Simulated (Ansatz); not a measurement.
# MoS2, pressure series

The parent structure is MoS$_{2}$ in the 2H-MoS2 type structure (space group P6_3/mmc, No. 194; a = 3.149 Å, c = 12.092 Å; layered, stacked along the Cartesian z axis).

Cell and atoms are relaxed at each pressure.

Levels (all Ansatz, a quantum-chemistry and plane-wave program, PAW, earlier PAW set): PBE-D3(BJ) (420 eV, spin-orbit coupling left out); r2SCAN+rVV10 (500 eV, without spin-orbit coupling).

The base cell above is that of PBE-D3(BJ); each level relaxes its own structures.

```json
[
 {"case": "pressure −1 GPa", "volume per atom, PBE-D3(BJ)": "17.73 Å³", "volume per atom, r2SCAN+rVV10": "18.65 Å³"},
 {"case": "pressure 1.8 GPa", "volume per atom, PBE-D3(BJ)": "16.76 Å³", "volume per atom, r2SCAN+rVV10": "17.44 Å³"},
 {"case": "pressure 4.2 GPa", "volume per atom, PBE-D3(BJ)": "16.25 Å³", "volume per atom, r2SCAN+rVV10": "16.85 Å³"},
 {"case": "pressure 9 GPa", "volume per atom, PBE-D3(BJ)": "15.49 Å³", "volume per atom, r2SCAN+rVV10": "16.05 Å³"},
 {"case": "pressure 18 GPa", "volume per atom, PBE-D3(BJ)": "14.52 Å³", "volume per atom, r2SCAN+rVV10": "15.03 Å³"},
 {"case": "pressure 30 GPa", "volume per atom, PBE-D3(BJ)": "13.60 Å³", "volume per atom, r2SCAN+rVV10": "14.07 Å³"},
 {"case": "pressure 45 GPa", "volume per atom, PBE-D3(BJ)": "12.73 Å³", "volume per atom, r2SCAN+rVV10": "13.19 Å³"},
 {"case": "pressure 60 GPa", "volume per atom, PBE-D3(BJ)": "12.06 Å³", "volume per atom, r2SCAN+rVV10": "12.48 Å³"}
]
```

PBE-D3(BJ) lies below r2SCAN+rVV10 in every row, by 0.42 Å³ to 0.92 Å³. They put the cases in the same order.

A case with no gap was solved on a k-mesh chosen for an insulator, which is coarse for it. Load acts through the strain it causes; cell and atoms are relaxed under it. No phonon test of stability was made. No other phases were tried under pressure. The final runs are not spin-polarised.
